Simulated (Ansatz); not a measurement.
System: interstitial S in bcc Ta (neutral cell). The step: several atoms move together, S the farthest; the atom moves 1.65 Å along (0.00, 0.00, -0.50) of the unit cell; the moving atom starts with neighbours 2 Ta at 2.21, 4 Ta at 2.40 Å and ends with 2 Ta at 2.21, 4 Ta at 2.40 Å. A PBE band in Ansatz (plane-wave PAW, a 2×2×3 k-point mesh shifted by half a step, 36 host sites, 27 SCF runs with any check of the saddle's order, static, no finite-size correction) gives a forward barrier of 1.36 eV. The saddle point's order was not checked, and it lies on a symmetry element of the cell, where a band can be held. Sites that were not tried may lie lower.

Single points at the band's start and saddle point can refine it. Rough cost of one point, in units of the band's mean SCF on the same machine:

```csv
Level,Cost of one point
"PBE, a 3×3×4 k-point mesh shifted by half a step",about 3
"r2SCAN at 500 eV, a 2×2×3 k-point mesh shifted by half a step",under 2
```

Q: Which of these move the barrier by more than 0.1 eV, and how far does each move it?

A: Not one does. PBE, a 3×3×4 k-point mesh shifted by half a step: +0.04 eV; r2SCAN at 500 eV, a 2×2×3 k-point mesh shifted by half a step: +0.08 eV. Each functional is compared with PBE at the same k-points.

Ansatz is a first-principles code.
